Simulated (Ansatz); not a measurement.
# GaN, response to strain

The parent structure is GaN in the zinc blende structure (space group F-43m, No. 216; a = 4.4982 Å). Axes: x, y, z lie along the cube axes.

Strains are applied to the cell and any free atomic positions relax; under biaxial strain the out-of-plane vector relaxes too; under stress the whole cell relaxes.

The values are results of r2SCAN in Ansatz (plane waves to 500 eV, PAW, without spin-orbit coupling), earlier PAW set, not measurements.

Notes on the quantities. pressure: mean of the normal stresses, compression positive.

```csv
case,band gap,pressure,volume per atom,space group,electron mass
base,2.17 eV,0.0 kbar,11.38 Å³,F-43m (No. 216),0.17 mₑ (at Γ)
"biaxial strain −0.44 %, plane normal [110], relaxed out of plane",2.19 eV,12.6 kbar,11.30 Å³,Imm2 (No. 44),0.17 mₑ (at Γ)
"biaxial strain −1.01 %, plane normal [111], relaxed out of plane",2.24 eV,(withheld),11.20 Å³,R3m (No. 160),–
isotropic strain −2.90 %,2.76 eV,(withheld),10.42 Å³,F-43m (No. 216),(withheld)
isotropic strain −2.10 %,2.60 eV,142.9 kbar,10.67 Å³,F-43m (No. 216),0.20 mₑ (at Γ)
uniaxial strain ε_xx = −5.93 %,2.40 eV,133.0 kbar,10.70 Å³,I-4m2 (No. 119),"0.19 mₑ along x, 0.20 mₑ across (at Γ)"
uniaxial strain ε_yy = −4.17 %,2.33 eV,89.8 kbar,10.90 Å³,I-4m2 (No. 119),–
uniaxial strain ε_yy = −2.52 %,2.26 eV,(withheld),11.09 Å³,I-4m2 (No. 119),0.18 mₑ (at Γ)
uniaxial strain ε_zz = −1.02 %,2.21 eV,20.4 kbar,11.26 Å³,I-4m2 (No. 119),0.18 mₑ (at Γ)
"uniaxial stress, 0.5 GPa tension along x",2.16 eV,–,11.39 Å³,I-4m2 (No. 119),0.17 mₑ (at Γ)
```

### Question
Complete the table.

### Answer

- biaxial strain −1.01 %, plane normal [111], relaxed out of plane, pressure: 32.3 kbar
- isotropic strain −2.90 %, pressure: 208.8 kbar
- isotropic strain −2.90 %, electron mass: 0.21 mₑ (at Γ)
- uniaxial strain ε_yy = −2.52 %, pressure: 52.3 kbar

Effective masses come from finite differences of ±0.01 Å⁻¹. Stability under load was not tested beyond the relaxation. This is not the structure that GaN has at room temperature and ambient pressure.

Ansatz is a first-principles code.
